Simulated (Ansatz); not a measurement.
Base system: Be in the hcp (Mg type) structure (space group P6_3/mmc, No. 194; relaxed with 0.1 eV smearing).

```yaml
crystal:
  lattice:
    - [2.26274, 0.00000, 0.00000]
    - [-1.13137, 1.95959, 0.00000]
    - [0.00000, 0.00000, 3.56641]
  atoms:
    - { symbol: Be, position: [0.66667, 0.33333, 0.75000] }
    - { symbol: Be, position: [0.33333, 0.66667, 0.25000] }
```

Cartesian axes are those of the cell as printed.

Calculations: PBE (Ansatz, a program for electronic structure), without spin-orbit coupling.

Before the change:

```
Item                            Result
-----------------------------  -------
Pressure                       0.0 GPa
Shortest interatomic distance  2.211 Å
Band gap                          zero
```

It is then changed as follows: the cell is stretched by 3.00 % along z with no lateral relaxation, atoms relaxed at fixed cell.

Task: What does the calculation give for the pressure after the change?

Result: The pressure (mean of the normal stresses, compression positive) goes from zero to -3.7 GPa.

Task: Estimate the effect on the energy relative to the base.

Result: The energy rises by 8.1 meV/atom.

Task: Estimate the effect on the shortest interatomic distance.

Result: The shortest interatomic distance goes up by 0.043 Å, from 2.211 Å to 2.254 Å.

Task: Predict the new band gap.

Result: The band gap remains zero.

The cells carry an imposed strain or load. Stability against distortions was not tested.
